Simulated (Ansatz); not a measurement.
PtAl2: energy against volume

PtAl2 (fluorite, Fm-3m, 17.518 Å³/atom and stress up to 0.01 GPa in the relaxed cell, cube axes along x, y and z) under hydrostatic pressure, with the cell free. PBE in Ansatz, a plane-wave DFT program (PAW, default set), 420 eV, 14×14×14 Γ-centred mesh, Fermi-Dirac smearing 0.05 eV; ions are relaxed, or left where forces stay under 0.02 eV/Å, within the symmetry of each cell.

Here V stands for volume and E for E less E0.

| volume (Å³/atom) | E less E0 (meV/atom) | pressure (GPa) |
|---|---|---|
| 17.8019 | 1.82 | -2.00 |
| 17.6572 | 0.45 | -1.00 |
| 17.5179 | 0.00 | 0.00 |
| 17.3994 | 0.32 | 0.89 |
| 17.2469 | 1.72 | 2.09 |
| 16.9607 | 7.55 | 4.50 |
| 16.4859 | 27.32 | 8.99 |
| 15.9452 | ? | ? |

The 7 complete rows are fitted with the third-order Birch-Murnaghan form, a cubic in V^(-2/3), E against V. With u = V^(-2/3) - 0.1496, the rows have u = -0.0029251, -0.0021249, -0.0013441, -0.0006717, 0.0002049, 0.0018854, 0.0047802. Least squares gives E = 1.295 + 1940.5·u + 727984·u² + 1047763·u³. Residuals (row less fit): -0.001, 0.001, 0.001, 0.000, -0.003, 0.002, 0.000; standard error 0.002 (degrees of freedom: 3). Its minimum lies at u = -0.0013366, so V0 = (0.1482634)^(-3/2) = 17.52. There d²E/du² = 1448000 and d³E/du³ = 6287000, so B0 = (4/9) × 17.52^(-7/3) × 1448000 × 0.160218 = 129 GPa (the last factor turns the table's units into GPa), and B0' = 4 + (2/3) × 0.1482634 × (6287000)/1448000 = 4.4. B0' rests on the cubic coefficient alone and has a standard error of 0.1 from these residuals.

Problem. Estimate the missing E (V = 15.9452); what did the run itself give?

Solution. u = 0.0082508, so E = 1.295 + 1940.5 × 0.0082508 + 727984 × 0.0082508² + 1047763 × 0.0082508³ = 67.452 meV/atom. The calculation gives 67.43 meV/atom, 0.022 meV/atom below the prediction (0.0 % of the range of E in the table). The row lies outside the fitted rows, so this is an extrapolation. The scatter of the fitted rows lies at the last printed digit.

In a metal these values are sensitive to mesh and smearing; energies are taken to zero smearing, stresses follow the free energy. The runs aren't spin-polarised. Spin-orbit coupling is left out, which can shift these values for the heavy elements here. Other structures, which can take over under pressure, weren't tried. The same form fitted to the pressure column gives B0' = 4.4; series where the two differ by over 0.4 aren't shown. Rows are the converged runs of the series near zero and its far end, less any whose ions stayed unrelaxed beside relaxed ones; series whose fitted rows scatter by over a few per cent of the range, as at a crossing or softening among them, aren't shown in this form.
